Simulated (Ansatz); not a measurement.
Quick settings and what they miss: HfPd2 (I4/mmm, 3 atoms in the cell)

Self-consistent single point.

```yaml
crystal:
  lattice:
    - [-1.69572, 1.69572, 4.34706]
    - [1.69572, -1.69572, 4.34706]
    - [1.69572, 1.69572, -4.34706]
  atoms:
    - { symbol: Hf, position: [0.00000, 0.00000, 0.00000] }
    - { symbol: Pd, position: [0.33903, 0.33903, 0.00000] }
    - { symbol: Pd, position: [0.66097, 0.66097, 0.00000] }
```

Level of theory: PBEsol, PAW files made with PBE (plane waves; Ansatz, a quantum-chemistry and plane-wave program).

Base settings: basis.ecutwfc = 420 eV; kpoints.mp_grid.grid = 11 11 11; hamiltonian.xc = pbesol; hamiltonian.pseudopotentials = {kind: paw} (the program's default PAW files); scf.occupations.method = methfessel_paxton; scf.occupations.width = 0.272 eV.

Tight run (finer mesh or higher cutoff; not a proven limit): basis.ecutwfc: 420 eV → 590 eV; kpoints.mp_grid.grid: 11 11 11 → 15 15 15; scf.convergence.dr2_threshold: default (1e-07 eV) → 1e-09 eV. It gave Fermi level (on the code's own zero) 19.80 eV; pressure -1.79 GPa; largest force (vector length) 0.064 eV/Å.

Quick runs, as changes from the base:
- A: the base itself
- B: kpoints.mp_grid.grid: 11 11 11 → 4 4 4; scf.convergence.dr2_threshold: default (1e-07 eV) → 0.0001 eV
- C: basis.ecutwfc: 420 eV → 295 eV; kpoints.mp_grid.grid: 11 11 11 → 4 4 4; hamiltonian.xc: pbesol → lda; scf.convergence.dr2_threshold: default (1e-07 eV) → 0.0001 eV [LDA (PW92)]
- D: basis.ecutwfc: 420 eV → 335 eV; kpoints.mp_grid.grid: 11 11 11 → 6 6 6; hamiltonian.xc: pbesol → lda; kpoints.mp_grid.shift: default → 0.5 0.5 0.5 [LDA (PW92)]
- E: basis.ecutwfc: 420 eV → 335 eV; kpoints.mp_grid.grid: 11 11 11 → 2 2 2; hamiltonian.xc: pbesol → lda [LDA (PW92)]
- F: basis.ecutwfc: 420 eV → 210 eV; kpoints.mp_grid.grid: 11 11 11 → 8 8 8; scf.occupations.method: methfessel_paxton → fermi_dirac; scf.occupations.width: 0.272 eV → 0.136 eV; kpoints.mp_grid.shift: default → 0.5 0.5 0.5

Energies are extrapolated to zero smearing width, which holds to low order in the width alone.

Dashes: energy of C, D, E, another energy zero.

† marks runs with another functional, U, potentials or spin treatment: their distance from the tight run is not a convergence error alone.

The count of work is k-points × plane waves × bands × iterations; it is no time. 

Pressures in the table are Ansatz's without its Pulay estimate, at a fixed set of plane waves; the tight run's value above holds the estimate.

The starting cell comes from a database of computed structures (which also holds hypothetical and non-ambient phases and stackings), without a prior relaxation at this level. Its lattice was rescaled by a random factor within 2.5 % of one. Spin polarisation is off.

| run | energy less tight (meV/atom) | pressure less tight (GPa) | largest miss in a force vector (eV/Å) | count of work / tight |
|---|---|---|---|---|
| A | 0.8 | 0.02 | 0.002 | 0.23 |
| B | 14.0 | 0.26 | 0.078 | 0.019 |
| C† | – | -20.48 | 0.116 | 0.011 |
| D† | – | -7.40 | 0.055 | 0.036 |
| E† | – | -5.16 | 0.067 | 0.0046 |
| F | 5608.5 | -268.52 | 0.239 | 0.030 |

Among the runs at the tight run's level, the energy misses run from 0.8 to 5608.5 meV/atom.

Keys are those of Ansatz 0.2.
